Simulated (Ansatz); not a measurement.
# HfN: response to strain

Start from HfN in the rock salt structure (space group Fm-3m, No. 225; a = 4.5257 Å; relaxed with 0.1 eV smearing). Axes: x, y, z lie along the cube axes.

Strains are applied to the cell and any free atomic positions relax; under biaxial strain the out-of-plane vector relaxes too.

The values are results of r2SCAN (Ansatz, a program for electronic structure, PAW, no spin-orbit coupling), not measurements.

| biaxial strain, plane normal [001], relaxed out of plane (%) | out-of-plane strain (%) |
|---|---|
| 0 | 0.00 |
| 0.5 | -0.19 |
| 1 | ? |
| 1.5 | -0.57 |
| 2 | -0.76 |
| 2.5 | -0.94 |
| 3 | -1.12 |

Question: Fit ε⊥ = −νε + γε² (strains in %) to the rows shown and predict the withheld row.

Answer: Least squares on the printed values gives ν = 0.39 (the biaxial Poisson response) and γ = 0.005 (largest residual 0.00 %); this predicts -0.38 %, and the run gives -0.38 %, in agreement.

No phonon test of stability was made. The final runs are not spin-polarised. An odd electron count without spin: HfN.
